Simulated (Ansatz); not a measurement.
NH2 on the 1x1 (110) surface of bcc Ta, one in a 2x2 cell, energies for each (31.2 Å²). Energies are against NH3(g) − ½ H2(g), without zero-point or thermal terms; each row is named by its start. No converged result for: 1 more start.

Calculation: PBE (plane waves to 420 eV, PAW; Ansatz, a program for electronic structure).

Slab: 19 atoms, 6.8 Å thick at the start under the adsorbate (thin: gaps and levels are the slab's own); k 5x5x1, smearing 0.1 eV, dipole-corrected; 8 atoms held, the rest relaxed; each run with such symmetry as its start has; no spin, no spin-orbit, no U, no dispersion correction.

A negative adsorption energy means that the adsorbate is more stable on the surface than in its reference. Heights count from the host atoms within 0.3 Å of the top one.

```csv
starting site,E_ads (eV),height (Å),nearest host atom (Å),bonded to,Δ work function (eV),lateral drift (Å)
hollow Ta-Ta-Ta,-1.11,1.54,Ta 2.26,3 Ta,-1.32,0.2
bridge Ta-Ta (span 2.9 Å),-1.12,1.75,Ta 2.21,2 Ta,-1.28,0.0
bridge Ta-Ta (span 3.3 Å),-1.11,1.54,Ta 2.25,2 Ta,-1.30,0.0
```
